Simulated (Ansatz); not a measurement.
# Response to strain in GaAs

Consider GaAs in the zinc blende structure (space group F-43m, No. 216; a = 5.6590 Å).

Strains are applied to the cell and any free atomic positions relax.

All numbers come from plane-wave PAW DFT at the PBEsol level (Ansatz, a first-principles code, 420 eV), spin-orbit coupling left out.

Candidates:
(a) isotropic strain −1.50 %
(b) isotropic strain −2.50 %
(c) isotropic strain +0.50 %
(d) isotropic strain +1.50 %
(e) isotropic strain +1.00 %

Notes on the quantities. energy relative to the base: free energy F.

### Question
Order them by energy relative to the base, lowest first.

### Answer
(c) isotropic strain +0.50 % (+1.1 meV/atom), (e) isotropic strain +1.00 % (+4.2 meV/atom), (d) isotropic strain +1.50 % (+9.3 meV/atom), (a) isotropic strain −1.50 % (+11 meV/atom), (b) isotropic strain −2.50 % (+30 meV/atom)

No phonon test of stability was made.
